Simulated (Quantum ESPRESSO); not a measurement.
Equation of state of cubic perovskite BaHfO3 (space group 221): energy against volume (Quantum ESPRESSO, PBE)

```yaml
crystal:
  lattice:
    - [4.09585, 0.00000, 0.00000]
    - [0.00000, 4.09585, 0.00000]
    - [0.00000, 0.00000, 4.09585]
  atoms:
    - { symbol: Ba, position: [0.00000, 0.00000, 0.00000] }
    - { symbol: Hf, position: [0.50000, 0.50000, 0.50000] }
    - { symbol: O, position: [0.50000, 0.00000, 0.50000] }
    - { symbol: O, position: [0.00000, 0.50000, 0.50000] }
    - { symbol: O, position: [0.50000, 0.50000, 0.00000] }
```

Computed with PBE, PSlibrary PAW (PBE) pseudopotentials (plane waves; Quantum ESPRESSO 7.5). Settings: ecutwfc = 72 Ry; ecutrho = 432 Ry; occupations = smearing; smearing = fd; degauss = 0.000734986 Ry; K_POINTS = automatic 8 8 8 0 0 0; conv_thr = 1e-10 Ry; mixing_beta = 0.3. The cell above is the first row's. The rows scale it uniformly. In all rows fractional positions and the k mesh are held. E is the free energy at the stated smearing, counted from the lowest row.

| V (Å^3/atom) | E (meV/atom) |
|---|---|
| 13.742 | ? |
| 14.041 | 9.75 |
| 14.340 | 1.56 |
| 14.639 | 0.00 |
| 14.937 | 4.37 |
| 15.236 | 14.04 |
| 15.535 | 28.46 |
| 15.834 | 47.14 |
| 16.132 | 69.61 |

Fit E of the 8 rows that show it with the third-order Birch-Murnaghan form, a cubic in V^(-2/3). With u = V^(-2/3) - 0.164, the rows have u = 0.007818, 0.005421, 0.003106, 0.000876, -0.001288, -0.003383, -0.005411, -0.007370. Least squares gives E = 7.629 - 4233.16·u + 571171·u² + 628609·u³. Residuals (row less fit): 0.005, -0.006, -0.010, 0.011, 0.012, -0.002, -0.018, 0.010; standard error 0.015 (degrees of freedom: 4). Its minimum lies at u = 0.003683, so V0 = (0.167683)^(-3/2) = 14.56. There d²E/du² = 1156000 and d³E/du³ = 3772000, so B0 = (4/9) × 14.56^(-7/3) × 1156000 × 0.160218 = 159 GPa (the last factor turns the table's units into GPa), and B0' = 4 + (2/3) × 0.167683 × (3772000)/1156000 = 4.4. The program's pressures in the fitted runs (not shown) pass through zero at V = 14.54, 0.14 % from this V0.

Predict the withheld E at V = 13.742 from the fit, and compare with the calculation.

u = 0.010301, so E = 7.629 - 4233.16 × 0.010301 + 571171 × 0.010301² + 628609 × 0.010301³ = 25.318 meV/atom. The calculation gives 25.34 meV/atom, 0.022 meV/atom above the prediction (under 0.05 % of the range of E in the table). The row lies outside the fitted rows, so this is an extrapolation. From the scatter of the fitted rows alone, a prediction at this place has a standard error of 0.044 meV/atom, so the miss is 0.5 times that.

Carrying the step between the two nearest rows on in a straight line would have given 17.94, off by 7.40; series whose last step already gives the withheld value aren't shown. The scan was laid around a cell of about the measured size, scaled by a guess for this functional. The runs keep the symmetry of the cell, so they don't test it for distortions. Spin-orbit coupling is off. Cutoffs and mesh are single choices, not tested for convergence of this quantity. Series with a scatter that would blur these digits, or in which a gap closes, are not shown. Nor are scans whose minimum lies at an end fitted in this form.
